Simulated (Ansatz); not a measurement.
The starting structures come from a database of crystals and need not be the phases stable at ambient conditions.

 Where the default PAW files enter, the runs use the earlier of Ansatz's two default sets.

Input:

```xyz
4
Lattice="3.9093 0.0000 0.0000 0.0000 3.9093 0.0000 0.0000 0.0000 5.5221" Properties=species:S:1:pos:R:3 pbc="T T T"
Zn     1.9546     0.0000     4.2137
Zn     0.0000     1.9546     1.3084
Se     0.0000     0.0000     2.7611
S      1.9546     1.9546     0.0000
```

Space group of this cell: P-4m2. The cell is taken as given.

Transport runs along the normal of the first two printed cell vectors, the (001) plane of the conventional cell.

The gap is the functional's own. No spin-orbit coupling. Mid-gap values are interpolated on the energy grid.

### Question
Predict the band gap and the smallest decay constant κ at mid-gap from r2SCAN (Ansatz, an electronic-structure program).

### Answer
Gap 2.16 eV on a 8×8×6 mesh; κ = 0.153 1/Å, at the zone centre.
